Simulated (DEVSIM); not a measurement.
System: illuminated Si p-on-n cell, one wavelength, at 300 K.

```
layer (left to right)  material  thickness (μm)  Nd (cm⁻³)  Na (cm⁻³)   τn (s)   τp (s)  absorption coefficient (cm⁻¹)
---------------------  --------  --------------  ---------  ---------  -------  -------  -----------------------------
1                            Si           0.120          -     2.3e18   5.3e-5   7.5e-6                          14000
2                            Si            46.0     2.3e15          -  0.00025  0.00025                          14000
```

Left contact: ohmic, minority electron recombination velocity 8e6 cm/s. Right contact: ohmic, minority hole recombination velocity 5e6 cm/s. Voltage is applied to the left contact. Recombination: SRH at mid-gap, radiative, Auger. Gap narrowing is on: ΔEg = 6.92 meV × (l + √(l² + 0.5)), l = ln(N/1.3e17 cm⁻³), shared equally by both band edges. Light enters at the left, 2.8e18 photons cm⁻² s⁻¹, one pass, no reflection. Mobility is constant in doping.

Constants are typed, rounded textbook-type inputs, not results; the design itself was drawn at random and stands for no fabricated device. Values at 300 K.

```tsv
parameter	Si
gap (eV)	1.124
affinity (eV)	4.05
permittivity	11.7
Nc (cm⁻³)	2.86e19
Nv (cm⁻³)	3.1e19
μn (cm²/Vs)	1417
μp (cm²/Vs)	470
B (cm³/s)	4.7e-15
Cn (cm⁶/s)	2.8e-31
Cp (cm⁶/s)	9.9e-32
```

Model (solved in DEVSIM): 1D drift-diffusion, Boltzmann statistics, complete ionisation; no tunnelling, impact ionisation, image-force lowering or self-heating.

Give the dark forward current.


```json
[
 {"V (V)": "0.05", "J (A/cm²)": "6.6e-10"},
 {"V (V)": "0.15", "J (A/cm²)": "3.5e-8"},
 {"V (V)": "0.20", "J (A/cm²)": "2.4e-7"},
 {"V (V)": "0.30", "J (A/cm²)": "1.2e-5"},
 {"V (V)": "0.40", "J (A/cm²)": "0.00055"},
 {"V (V)": "0.45", "J (A/cm²)": "0.0038"},
 {"V (V)": "0.55", "J (A/cm²)": "0.17"},
 {"V (V)": "0.60", "J (A/cm²)": "0.99"},
 {"V (V)": "0.70", "J (A/cm²)": "11"},
 {"V (V)": "0.80", "J (A/cm²)": "38"},
 {"V (V)": "0.85", "J (A/cm²)": "61"},
 {"V (V)": "0.95", "J (A/cm²)": "120"},
 {"V (V)": "1.05", "J (A/cm²)": "210"},
 {"V (V)": "1.10", "J (A/cm²)": "260"},
 {"V (V)": "1.20", "J (A/cm²)": "380"},
 {"V (V)": "1.25", "J (A/cm²)": "450"},
 {"V (V)": "1.35", "J (A/cm²)": "610"},
 {"V (V)": "1.45", "J (A/cm²)": "790"},
 {"V (V)": "1.50", "J (A/cm²)": "890"},
 {"V (V)": "1.60", "J (A/cm²)": "1100"}
]
```
